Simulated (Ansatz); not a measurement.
The starting structures come from a database of crystals and need not be the phases stable at ambient conditions.

The decay constant κ of evanescent states in the gap governs leakage through a thin film.

Input:

```yaml
crystal:
  lattice:
    - [6.45527, 0.00000, 0.00000]
    - [0.00000, 7.21806, 0.00000]
    - [0.00000, -3.60903, 6.25102]
  atoms:
    - { symbol: La, position: [0.33333, 0.50000, 0.00000] }
    - { symbol: La, position: [0.00000, 0.00000, 0.50000] }
    - { symbol: La, position: [0.66667, 0.50000, 0.50000] }
    - { symbol: P, position: [0.83333, 0.50000, 0.00000] }
    - { symbol: P, position: [0.50000, 0.00000, 0.50000] }
    - { symbol: P, position: [0.16667, 0.50000, 0.50000] }
    - { symbol: O, position: [0.02126, 0.31149, 0.44746] }
    - { symbol: O, position: [0.68793, 0.44746, 0.13597] }
    - { symbol: O, position: [0.35459, 0.13597, 0.68851] }
    - { symbol: O, position: [0.02126, 0.68851, 0.55254] }
    - { symbol: O, position: [0.68793, 0.55254, 0.86403] }
    - { symbol: O, position: [0.35459, 0.86403, 0.31149] }
    - { symbol: O, position: [0.31207, 0.55254, 0.68851] }
    - { symbol: O, position: [0.64541, 0.86403, 0.55254] }
    - { symbol: O, position: [0.97874, 0.31149, 0.86403] }
    - { symbol: O, position: [0.31207, 0.44746, 0.31149] }
    - { symbol: O, position: [0.64541, 0.13597, 0.44746] }
    - { symbol: O, position: [0.97874, 0.68851, 0.13597] }
```

The cell is taken as given; by PBEsol it stands under a pressure of 0.6 GPa.

Transport runs along the normal of the first two printed cell vectors, the (100) plane of the conventional cell.

No gap correction and no spin-orbit coupling; mid-gap is the computed energy nearest the middle.

Problem. Compute, with PBEsol (Ansatz, a quantum-chemistry and plane-wave program), the band gap and the smallest decay constant κ at mid-gap.

Solution. Gap 4.85 eV on a 6×6×6 mesh; κ = 0.461 1/Å, at the zone centre.
